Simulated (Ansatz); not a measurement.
## La2O3: pressure series

Base system: La2O3 (space group P-3m1, No. 164; a = 3.9404 Å, c = 6.1883 Å).

Cell and atoms are relaxed at each pressure.

Computed with Ansatz (a first-principles code) PBE, no SOC, earlier PAW set.

Candidates:
(a) pressure 15 GPa
(b) pressure −1 GPa
(c) pressure 22.5 GPa
(d) pressure 0.9 GPa

Base values:

```
Item       Value
---------  -----
c/a ratio  1.570
```

Task: Order them by c/a ratio, lowest first.

Result: (c) pressure 22.5 GPa (1.442), (a) pressure 15 GPa (1.482), (d) pressure 0.9 GPa (1.565), (b) pressure −1 GPa (1.576)

Load acts through the strain it causes; cell and atoms are relaxed under it. No phonon test of stability was made. No other phases were tried under pressure.
